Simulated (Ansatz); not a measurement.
Ansatz (a program for electronic structure) run on CaGe2Pd2 (I4mm, 5 atoms in the cell): relaxation of the atoms.

Method: LDA (PW92), default PAW files made with PBE (plane waves; Ansatz).

The change in words: one atom moved by 0.15 angstrom; relax: default → atoms; relax.f_tol: default → 0.001 eV/Å. Reference geometry:
```xyz
5
Lattice="-2.1438 2.1438 5.0308 2.1438 -2.1438 5.0308 2.1438 2.1438 -5.0308" Properties=species:S:1:pos:R:3 pbc="T T T"
Ca     0.0000     0.0000     0.0000
Ge     0.0000     0.0000     3.7853
Ge     0.0000     0.0000     6.2763
Pd     0.0000     2.1438     2.5154
Pd     2.1438     0.0000     2.5154
```

Reference input (self-consistent single point, DFT, LDA (PW92), plane waves, default PAW files made with PBE): basis.ecutwfc = 420 eV; kpoints.mp_grid.grid = 9 9 9; hamiltonian.xc = lda; hamiltonian.pseudopotentials = {kind: paw} (the program's default PAW files); scf.occupations.method = gaussian; scf.occupations.width = 0.1 eV. This run's input differs from it in these lines:

```diff
@@ -7,3 +7,3 @@
   atoms:
-    - { symbol: Ca, position: [0.000000, 0.000000, 0.000000] }
+    - { symbol: Ca, position: [0.014908, 0.014908, 0.000000] }
     - { symbol: Ge, position: [0.376210, 0.376210, 0.000000] }
@@ -21,2 +21,4 @@
   occupations: { method: gaussian, width: 0.1 }
+relax:
+  f_tol: 0.001
 output:
```

Log, with long lists cut:

```
   [... SCF lines of the steps left out ...]
relax step   1: F+E_penalty+E_count = -23896.99008647 eV  Δ(F+E_penalty+E_count) = +0.000e0 eV  max|allowed force component| = 4.366e-1 eV/Å  Δτ_max = 0.0000 Å  (8 SCF iters, dr2 threshold 1.00e-7 eV, accepted)
relax step   2: F+E_penalty+E_count = -23897.02461250 eV  Δ(F+E_penalty+E_count) = -3.453e-2 eV  max|allowed force component| = 8.926e-2 eV/Å  Δτ_max = 0.1032 Å  (6 SCF iters, dr2 threshold 1.19e-5 eV, accepted)
relax step   3: F+E_penalty+E_count = -23897.02557149 eV  Δ(F+E_penalty+E_count) = -9.590e-4 eV  max|allowed force component| = 5.689e-2 eV/Å  Δτ_max = 0.0159 Å  (6 SCF iters, dr2 threshold 4.98e-7 eV, accepted)
relax step   4: F+E_penalty+E_count = -23897.02579400 eV  Δ(F+E_penalty+E_count) = -2.225e-4 eV  max|allowed force component| = 7.579e-4 eV/Å  Δτ_max = 0.0048 Å  (6 SCF iters, dr2 threshold 2.02e-7 eV, accepted)
relax step   5: F+E_penalty+E_count = -23897.02579400 eV  Δ(F+E_penalty+E_count) = -5.712e-10 eV  max|allowed force component| = 7.605e-4 eV/Å  Δτ_max = 0.0000 Å  (7 SCF iters, accepted)
the relaxation is at rest under the 8 symmetry operations that the run kept from its start: a minimum is not shown …
Stability not checked: this state was not tested for a lower state beside it, because too few of the mixer's solves of this state at the end of the SCF gave a …
Free energy (F): -23897.025794 eV
Internal energy: -23897.009729 eV  (E = F + TS)
E sigma→0 (E₀):  -23897.017762 eV
Entropy (-TS):   -0.016065 eV (-3.213 meV/atom)
Fermi energy:    13.089122 eV
--- Forces (eV/Å), atoms counted from 1 ---
  atom   1  Ca    -0.00000000    -0.00000000    -0.00048098
   [... lines left out ...]
    - { symbol: Ca, position: [0.0029957262199916215, 0.0029957262199916215, 6.962360449891749e-35] }
    - { symbol: Ge, position: [0.37760356949523216, 0.37760356949523216, -5.592347587171114e-34] }
    - { symbol: Ge, position: [0.6283418956720661, 0.6283418956720661, 5.300377632820815e-34] }
    - { symbol: Pd, position: [0.7529834043063549, 0.2529834043063549, 0.5] }
    - { symbol: Pd, position: [0.2529834043063549, 0.7529834043063549, 0.5] }
```

The run converged.  The full log also holds: “iter 5 did not close the SCF: its close was put off for the readings that it lacked (scf_convergence_deferred on its scf_iter line)”. The full log also holds: “iter 3 did not close the SCF: its close was put off for the readings that it lacked (scf_convergence_deferred on its scf_iter line)”.

Summary of the result:
```
Item                                                      Value
-----------------------------------------------  --------------
Free energy E − TS (on the zero of these files)  -23897.0258 eV
Fermi level (on the code's own zero)                   13.09 eV
Pressure                                              -3.57 GPa
Relaxation steps                                              5
```

The starting cell comes from a database of computed structures (which also holds hypothetical and non-ambient phases and stackings), without a prior relaxation at this level. Its lattice was rescaled by up to half a per cent. For this run, on top of that: one atom moved by 0.15 angstrom. Spin polarisation is off. The relaxation keeps the symmetry of its start, so its end need not be a minimum. Ansatz's pressure includes its estimate of the finite-basis (Pulay) stress.

Cost on one core of a shared machine: roughly 2 min.

Keys are those of Ansatz 0.2.
